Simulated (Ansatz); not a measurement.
Levels about the gap of amorphous Si$_{24}$O$_{49}$Ba (74 atoms in a cell of 1129 Å³, 2.35 g/cm³; zone centre alone, so wide bands show as single levels with stretches between that a denser mesh fills), at the geometry that PBE relaxed, where it gives -1.0 GPa on a denser mesh. The participation number counts the atoms over which a state spreads; weights are charges in smoothed Voronoi cells. The levels come from a single point, so bond lengths are those of that geometry. Method of the levels: r2SCAN, scalar-relativistic without spin-orbit coupling (Ansatz, a program for electronic structure). Sampling: the zone centre alone; Fermi-Dirac width 0.02 eV; no spin polarisation. At PBE the levels at the filled edge of the gap are localised (band-tail or defect states), and the nearest spread-out levels lie 4.9 eV apart at the zone centre.

The cell was made by melting and quenching with the CHGNet potential and then relaxed with DFT. O atoms were pushed apart under 1.9 Å during the dynamics, to hinder bonds among them. The hot cell started wider than the set density and was brought back towards it in steps. It is the lowest in DFT energy of 2 quenches. It is a model cell: composition and starting density were chosen by hand, and all elements were melted together. No dispersion term was used. Its density started from a set value of 2.35 and ended at 2.35 g/cm³. The quench (nominally 480 K/ps over its main leg) was far faster than any real one, so the model tends to hold more defects than a real film. Values belong to this one cell and scatter from quench to quench. The volume was held where the preparation left it, at a PBE pressure of -1.0 GPa (tension). Stress components on the final sampling reach 3.5 GPa.

```tsv
E - E(highest filled), eV	filling	participation number	largest on	weight O	weight Si	weight Ba
-1.16	filled	9.0	O, 3 neighbours	0.96	0.04	0.00
-0.99	filled	1.8	O, 2 neighbours	0.93	0.06	0.01
-0.86	filled	8.4	O, 2 neighbours	0.95	0.05	0.00
-0.83	filled	2.2	O, 2 neighbours	0.91	0.06	0.03
-0.64	filled	3.3	O, 2 neighbours	0.95	0.05	0.00
-0.40	filled	1.8	O, 2 neighbours	0.89	0.06	0.04
0.00	filled	1.7	O, 2 neighbours	0.95	0.05	0.01
4.37	empty	34.8	Si, 4 neighbours	0.64	0.34	0.02
5.52	empty	23.6	Si, 4 neighbours	0.59	0.32	0.09
6.19	empty	15.7	Ba, 5 neighbours	0.57	0.20	0.22
6.38	empty	31.5	Ba, 5 neighbours	0.63	0.30	0.07
6.44	empty	15.4	Ba, 5 neighbours	0.53	0.25	0.22
6.55	empty	14.6	Ba, 5 neighbours	0.57	0.19	0.23
6.63	empty	24.6	Ba, 5 neighbours	0.63	0.21	0.16
```

Most localised among these is the filled level at +0.00 eV, on a O atom, which has 2 neighbours (Si 1.57 Å, Ba 2.55 Å).
